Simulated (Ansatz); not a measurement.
## B vacancy (V_B) (zinc-blende BN host)

Method: PBE, PAW (plane waves to 420 eV; Ansatz, an electronic-structure program). The supercell holds 64 host sites (2×2×2 repeats of the unit cell), with a 2×2×2 shifted k-point sampling for the final energies. Site at the start: the B site. Finite-size correction: monopole term and site-potential alignment. Dielectric constants: PBE linear response of the host. Host gap at this level: 4.46 eV. A cell of this size leaves errors of a few tenths of an eV. The semilocal functional narrows the gap, so deep levels can fall outside it. Spin–orbit coupling is left out. Each state is the lowest found from its start.

Formation energies E_f are given with the Fermi level at the valence-band maximum. Chemical conditions: B-rich (Δμ(B) = 0.00 eV; only phases computed here count, gases as isolated molecules at 0 K); N-rich (Δμ(B) = -2.35 eV; only phases computed here count, gases as isolated molecules at 0 K). Reference phases: B: alpha boron.

```tsv
charge	moment (μB)	largest move off a lattice site (Å)	image correction with alignment (eV)	E_f, B-rich (eV)	E_f, N-rich (eV)	above the lowest spin state (eV)
+1†	not spin-polarised	0.16	-0.14	–	–	0.00
+1*	2.0	0.15	–	–	–	0.10
0	3.0	0.14	0.00	7.77	5.43	0.00
0	3.0	0.14	0.00	7.77	5.43	0.00
−1†	2.0	0.14	0.67	–	–	0.00
−1†	not spin-polarised	0.14	0.69	–	–	0.38
−2†	1.0	0.13	1.97	–	–	0.00
−2†	1.0	0.13	1.97	–	–	0.00
−3	not spin-polarised	0.13	3.89	14.15	11.80	0.00
```

* At this level the carrier isn't localised at the defect: . Such a state is shallow or no state of the defect, and this cell gives it no level.

† Not settled in this cell, so no level is given: charge +1: a level filled in part, a large or scattered potential alignment, level within 0.1 eV of a band edge or past it; charge −1: a level filled in part; charge −2: a level filled in part.

Starting moments that weren't kept: charge 0 began with 1 μB and ended with 3.0; charge −2 began with 3 μB and ended with 1.0.

Flagged in the runs: a doubtful potential alignment.

All states together cost very roughly 40 core-minutes.
